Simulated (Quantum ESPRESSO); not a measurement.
Quantum ESPRESSO run on SrSn2As2 (R-3m, 5 atoms in the cell): self-consistent single point.

Level of theory: PBEsol-D3(BJ) with three-body term, GBRV 1.5 ultrasoft (PBESOL) pseudopotentials (plane waves; Quantum ESPRESSO 7.5).

```yaml
crystal:
  lattice:
    - [2.10200, -1.21359, 8.90867]
    - [0.00000, 2.42718, 8.90867]
    - [-2.10200, -1.21359, 8.90867]
  atoms:
    - { symbol: Sr, position: [0.00000, 0.00000, 0.00000] }
    - { symbol: Sn, position: [0.20860, 0.20860, 0.20860] }
    - { symbol: Sn, position: [0.79140, 0.79140, 0.79140] }
    - { symbol: As, position: [0.40736, 0.40736, 0.40736] }
    - { symbol: As, position: [0.59264, 0.59264, 0.59264] }
```

Reference input (self-consistent single point, DFT, PBEsol, plane waves, GBRV 1.5 ultrasoft (PBESOL) pseudopotentials): ecutwfc = 40 Ry; ecutrho = 200 Ry; occupations = smearing; smearing = gauss; degauss = 0.0036749 Ry; potentials = {Sr: sr_pbesol_v1.uspp.F.UPF, Sn: sn_pbesol_v1.4.uspp.F.UPF, As: as_pbesol_v1.uspp.F.UPF}; K_POINTS = automatic 6 6 6 0 0 0; conv_thr = 1e-10 Ry. This run's input differs from it in these lines:

```diff
@@ -19,2 +19,5 @@
   degauss = 0.0036749
+  vdw_corr = 'grimme-d3'
+  dftd3_version = 4
+  dftd3_threebody = .true.
 /
```

Output, abridged:

```
     Self-consistent Calculation

     iteration #  1     ecut=    40.00 Ry     beta= 0.70

     negative rho (up, down):  6.214E-02 0.000E+00

     total energy              =    -467.01727856 Ry
     estimated scf accuracy    <       2.31977044 Ry

     iteration #  2     ecut=    40.00 Ry     beta= 0.70

     negative rho (up, down):  6.221E-02 0.000E+00

     total energy              =    -465.23903614 Ry
     estimated scf accuracy    <      16.80593614 Ry

     iteration #  3     ecut=    40.00 Ry     beta= 0.70

     negative rho (up, down):  6.319E-02 0.000E+00

     total energy              =    -468.09898053 Ry
     estimated scf accuracy    <       0.91383079 Ry

   [... 7 blocks of this kind left out ...]

     iteration # 11     ecut=    40.00 Ry     beta= 0.70

     negative rho (up, down):  6.507E-02 0.000E+00

     total energy              =    -468.17412313 Ry
     estimated scf accuracy    <          5.8E-09 Ry

     iteration # 12     ecut=    40.00 Ry     beta= 0.70

     negative rho (up, down):  6.507E-02 0.000E+00
     End of self-consistent calculation

     the Fermi energy is     8.9180 ev

!    total energy              =    -468.17412313 Ry
     estimated scf accuracy    <          1.9E-11 Ry
     smearing contrib. (-TS)   =      -0.00001488 Ry
     internal energy E=F+TS    =    -468.17410825 Ry

     DFT-D3 Dispersion         =      -0.12607124 Ry

     convergence has been achieved in  12 iterations

     negative rho (up, down):  6.507E-02 0.000E+00

     Forces acting on atoms (cartesian axes, Ry/au):

     atom    1 type  1   force =     0.00000000   -0.00000000   -0.00000000
     atom    2 type  2   force =     0.00000000    0.00000000   -0.00164309
     atom    3 type  2   force =     0.00000000    0.00000000    0.00164309
     atom    4 type  3   force =     0.00000000   -0.00000000   -0.00371189
   [... lines left out ...]
     Total force =     0.005741     Total SCF correction =     0.000002
   [... lines left out ...]

     negative rho (up, down):  6.507E-02 0.000E+00
          total   stress  (Ry/bohr**3)                   (kbar)     P=      -21.53
  -0.00013077   0.00000000  -0.00000000          -19.24        0.00       -0.00
  -0.00000000  -0.00013077  -0.00000000           -0.00      -19.24       -0.00
  -0.00000000  -0.00000000  -0.00017755           -0.00       -0.00      -26.12

   JOB DONE.
```

The run converged in 12 iterations. Against the reference run the pressure goes from -0.18 to -2.15 GPa and the largest force hardly changes (0.096 to 0.095 eV/Å).

The starting cell comes from a database of published, mostly measured structures (it also holds non-ambient and calculated ones), without a prior relaxation at this level. The run gives no clean gap (levels at the Fermi energy touch, overlap or are partly filled at this smearing), which alone does not show that the compound is a metal.

Cost on one core of a shared machine: roughly 5 min.
